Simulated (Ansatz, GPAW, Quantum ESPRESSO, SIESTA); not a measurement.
One structure in several programs: InSe (P-6m2, 8 atoms in the cell)

Self-consistent single point.

```
InSe
1.0
    4.04733     0.00000     0.00000
   -2.02366     3.50509     0.00000
    0.00000     0.00000    18.05206
In Se
4 4
Direct
  0.00000   0.00000   0.57739
  0.00000   0.00000   0.42261
  0.33333   0.66667   0.92261
  0.33333   0.66667   0.07739
  0.66667   0.33333   0.85300
  0.66667   0.33333   0.14700
  0.33333   0.66667   0.64702
  0.33333   0.66667   0.35298
```

Shared settings, as Ansatz (a first-principles code) writes them: kpoints.mp_grid.grid = 6 6 2; scf.occupations.method = fermi_dirac; scf.occupations.width = 0.01 eV. Potentials and cutoffs stand in the table.

```
code                                                                                                                                 model  pressure (GPa)  largest force (eV/Å)  gap on the mesh (eV)       cutoff
----------------  ------------------------------------------------------------------------------------------------------------------------  --------------  --------------------  --------------------  -----------
SIESTA            LDA PW92, numerical atomic orbitals DZP, PseudoDojo LDA standard norm-conserving potentials (rewritten from UPF to PSML)           -1.29                 0.373                 0.502  grid 300 Ry
GPAW                                                                         LDA (Perdew-Wang 92), GPAW PAW datasets LDA (gpaw-data 1.0.1)           -2.57                 0.174                 0.493       550 eV
Ansatz                                                                                                 LDA (PW92), PAW files made with PBE           -2.28                 0.156                 0.500       420 eV
Quantum ESPRESSO                                                                       LDA (PZ), GBRV 1.5 ultrasoft (LDA) pseudopotentials           -2.77                 0.149                 0.483        40 Ry
```

Size of the force on each atom (eV/Å): Sizes of forces hide their directions.

```csv
code,In1,In2,In3,In4,Se5,Se6,Se7,Se8
SIESTA,0.373,0.373,0.364,0.364,0.207,0.207,0.219,0.219
GPAW,0.029,0.029,0.031,0.031,0.174,0.174,0.174,0.174
Ansatz,0.010,0.010,0.012,0.012,0.156,0.156,0.156,0.156
Quantum ESPRESSO,0.023,0.023,0.025,0.025,0.149,0.149,0.149,0.149
```

Gaps are read on the mesh.

The spread over the programs that give each value: pressure within 1.48 GPa; largest force within 0.224 eV/Å; gap on the mesh within 0.019 eV.

SIESTA uses small atom-centred bases, whose incompleteness enters pressures, forces and empty levels differently from a plane-wave cutoff. Ansatz's pressure is given at a fixed set of plane waves, as the other plane-wave codes print theirs. The same LDA comes in different parametrisations, which differ slightly. In the pressure, SIESTA (by 1.29) lies more than 1 GPa from the median of the plane-wave programs. In the force vectors, SIESTA (by 0.375) lies more than 0.08 eV/Å from the median of the plane-wave programs.

On the base mesh (5 5 1) the same programs gave: Ansatz pressure -2.24 GPa, gap on the mesh 0.497 eV; Quantum ESPRESSO pressure -2.74 GPa, gap on the mesh 0.480 eV; GPAW pressure -2.54 GPa, gap on the mesh 0.490 eV; SIESTA pressure -1.25 GPa, gap on the mesh 0.499 eV.

The starting cell comes from a database of computed structures (which also holds hypothetical and non-ambient phases and stackings), without a prior relaxation at this level.

Left out of this page: CP2K (on another mesh).

Keys are those of Ansatz 0.2.
